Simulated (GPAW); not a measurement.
# GPAW run on LiMg (Pmma, 4 atoms in the cell): self-consistent single point

Method of the run: PBEsol, GPAW PAW datasets PBEsol (made by gpaw-setup) (plane waves; GPAW).

Input as run:

```python
from ase import Atoms
from ase.units import GPa
from gpaw import GPAW

atoms = Atoms(['Li', 'Li', 'Mg', 'Mg'],
              cell=[[4.912630, 0.000000, 0.000000],
                    [0.000000, 3.340250, 0.000000],
                    [0.000000, 0.000000, 4.933960]],
              scaled_positions=[[0.750000, 0.000000, 0.257120],
                                [0.250000, 0.000000, 0.742880],
                                [0.250000, 0.500000, 0.243870],
                                [0.750000, 0.500000, 0.756130]],
              pbc=True)

calc = GPAW(mode={'name': 'pw', 'ecut': 800},
            xc='PBEsol',
            kpts=(5, 7, 5),
            occupations={'name': 'methfessel-paxton', 'width': 0.05, 'order': 0},
            nbands=-12,
            convergence={'forces': 0.001},
            symmetry={'symmorphic': False, 'tolerance': 0.0005},
            maxiter=100,
            txt='-')

atoms.calc = calc

energy = atoms.get_potential_energy()
print('Energy (eV):', round(energy, 6))
forces = atoms.get_forces()
print('Forces (eV/Ang):')
print(forces.round(5))
stress = atoms.get_stress()
print('Stress (GPa, Voigt):', (stress / GPa).round(4))
```

The program printed (abridged):

```
Input parameters:
  convergence: {forces: 0.001}
  kpts: [5 7 5]
  maxiter: 100
  mode: {ecut: 800,
         name: pw}
  nbands: -12
  occupations: {name: methfessel-paxton,
                order: 0,
                width: 0.05}
  symmetry: {symmorphic: False,
             tolerance: 0.0005}
  xc: PBEsol

species:
  Li:
    name: Lithium
    Z: 3.0
    valence: 1
    core: 2
    charge: 0.0
    file: Li.PBEsol.gz

    # Using partial waves for Li as LCAO basis

  Mg:
    name: Magnesium
    Z: 12.0
    valence: 10
    core: 2
    charge: 0.0
    file: Mg.PBEsol.gz

    # Using partial waves for Mg as LCAO basis

Reference energy: -11277.442409  # eV

Spin-paired calculation

Convergence criteria:
 Maximum [total energy] change in last 3 cyles: 0.0005 eV / valence electron
 Maximum integral of absolute [dens]ity change: 0.0001 electrons / valence electron
 Maximum integral of absolute [eigenst]ate change: 4e-08 eV^2 / valence electron
 Maximum change in the atomic [forces] across last 2 cycles: 0.001 eV/Ang OR
Maximum error relative to the maximum force is below inf
 Maximum number of scf [iter]ations: 100

Symmetries present (total): 8
Symmetries with fractional translations: 4
175 k-points: 5 x 7 x 5 Monkhorst-Pack grid
36 k-points in the irreducible part of the Brillouin zone
       k-points in crystal coordinates                weights
   0:     0.00000000    0.00000000    0.00000000          1/175
   1:     0.00000000    0.00000000    0.20000000          2/175
   2:     0.00000000    0.00000000    0.40000000          2/175
   [... 7 lines left out ...]
          ...
  35:     0.40000000    0.42857143    0.40000000          8/175

Wave functions: Plane wave expansion
  Cutoff energy: 800.000 eV
  Number of coefficients (min, max): 4143, 4177
  Pulay-stress correction: 0.000000 eV/Ang^3 (de/decut=0.000000)

Occupation numbers: Methfessel-Paxton:
  width: 0.0500  # eV
  order: 0

Eigensolver

Densities:
  Coarse grid: 36*24*35 grid
  Fine grid: 72*48*70 grid
  Total Charge: 0.000000

Density mixing:
  Method: separate
  Backend: pulay
  Linear mixing parameter: 0.05
  old densities: 5
  Damping of long wavelength oscillations: 50

Hamiltonian:
  XC and Coulomb potentials evaluated on a 72*48*70 grid
  External potential:
    NoExternalPotential

XC parameters: PBEsol with 2 nearest neighbor stencil

Number of atoms: 4
Number of atomic orbitals: 24
Number of bands in calculation: 23
Number of valence electrons: 22
Bands to converge: occupied

Density initialized from atomic densities
  23 bands from LCAO basis set

Atomic positions and initial magnetic moments

Positions:
   0 Li     3.684473    0.000000    1.268620    ( 0.0000,  0.0000,  0.0000)
   1 Li     1.228158    0.000000    3.665340    ( 0.0000,  0.0000,  0.0000)
   2 Mg     1.228158    1.670125    1.203245    ( 0.0000,  0.0000,  0.0000)
   3 Mg     3.684473    1.670125    3.730715    ( 0.0000,  0.0000,  0.0000)

Unit cell:
           periodic     x           y           z      points  spacing
  1. axis:    yes    4.912630    0.000000    0.000000    36     0.1365
  2. axis:    yes    0.000000    3.340250    0.000000    24     0.1392
  3. axis:    yes    0.000000    0.000000    4.933960    35     0.1410

  Lengths:   4.912630   3.340250   4.933960
  Angles:   90.000000  90.000000  90.000000

Effective grid spacing dv^(1/3) = 0.1389

     iter     time        total  log10-change:
                         energy   eigst   dens  force
iter:   1 --:--:--    -8.008608
iter:   2 --:--:--    -8.006094   -0.52  -1.33
iter:   3 --:--:--    -7.844636   -1.14  -1.36
iter:   4 --:--:--    -7.848745   -1.72  -1.83
iter:   5 --:--:--    -7.843029c  -2.97  -2.19
iter:   6 --:--:--    -7.842713c  -3.97  -2.65
iter:   7 --:--:--    -7.842541c  -4.54  -2.77
iter:   8 --:--:--    -7.842550c  -5.75  -3.46
iter:   9 --:--:--    -7.842520c  -5.57  -3.50
iter:  10 --:--:--    -7.842517c  -7.08  -4.22c
iter:  11 --:--:--    -7.842517c  -8.21c -4.46c
iter:  12 --:--:--    -7.842517c  -8.27c -4.51c -3.05c

Converged after 12 iterations.

Dipole moment: (-0.000000, -0.000000, -0.000000) |e|*Ang

Energy contributions relative to reference atoms: (reference = -11277.442409)

Kinetic:         +1.137083
Potential:       +1.889755
External:        +0.000000
XC:             -10.785469
Entropy (-ST):   -0.004229
Local:           -0.081772
SIC:             +0.000000
--------------------------
Free energy:     -7.844631
Extrapolated:    -7.842517

Showing only first 2 kpts
 Kpt  Band  Eigenvalues  Occupancy
  0     9      1.42958    2.00000
  0    10      1.46507    2.00000
  0    11      2.18954    1.61652
  0    12      4.17084    0.00000

  1     9     -0.01162    2.00000
  1    10      1.69755    2.00000
  1    11      3.26555    0.00000
  1    12      5.13265    0.00000

Fermi level: 2.22035

No gap
No difference between direct/indirect transitions
Energy (eV): -7.842517

Forces in eV/Ang:
  0 Li   -0.00000    0.00000   -0.01734
  1 Li    0.00000    0.00000    0.01734
  2 Mg    0.00000    0.00000    0.00189
  3 Mg    0.00000    0.00000   -0.00189

Stress tensor:
     0.002122     0.000000     0.000000
     0.000000     0.001120     0.000000
     0.000000     0.000000     0.003324
Stress (GPa, Voigt): [0.3399 0.1794 0.5326 0.     0.     0.    ]
```

The run converged in 12 iterations. GPAW prints stress with tension positive.

The starting cell comes from a database of computed structures (which also holds hypothetical and non-ambient phases and stackings), without a prior relaxation at this level.

Cost on one core of a shared machine: roughly 50 s.
